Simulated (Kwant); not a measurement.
Computed with Kwant: one-band effective-mass tight-binding model in one dimension, coherent, no space charge, current by the Tsu-Esaki formula.

Device: GaAs/Al0.3Ga0.7As stack with 2 barriers. One parabolic valley. Leads of mass 0.067 mₑ with the band edge at 0; grid 0.1 nm; bias swept from 0.0096 to 0.36 V, dropping linearly over the stack. Emitter Fermi level 0.016 eV, 4 K, equal in the collector.

```json
[
 {"layer": "1", "thickness (nm)": "2.3", "band offset (eV)": "0.24", "mass (mₑ)": "0.092"},
 {"layer": "2", "thickness (nm)": "3.3", "band offset (eV)": "0", "mass (mₑ)": "0.067"},
 {"layer": "3", "thickness (nm)": "3", "band offset (eV)": "0.24", "mass (mₑ)": "0.092"}
]
```

The device is made up for the run: typed textbook-type constants, with dimensions and the other settings drawn at random.

Sweep values stay those of the base run.

One input was changed, with this effect: J at bias = 0.09418 V 176 → 597 A/cm²; J at bias = 0.2633 V 8280 → 19200 A/cm²; bias of the first current peak 0.227 → 0.215 V; J at bias = 0.1788 V 4200 → 20900 A/cm².

### Question
Which change was it?
(A) width of the first well 3.3 → 2 nm
(B) temperature 4 → 300 K
(C) thickness of the first barrier 2.3 → 1.4 nm
(D) Fermi level in the emitter 0.016 → 0.024 eV
(E) mass in the first barrier 0.092 → 0.074 mₑ

### Answer
D, Fermi level in the emitter 0.016 → 0.024 eV
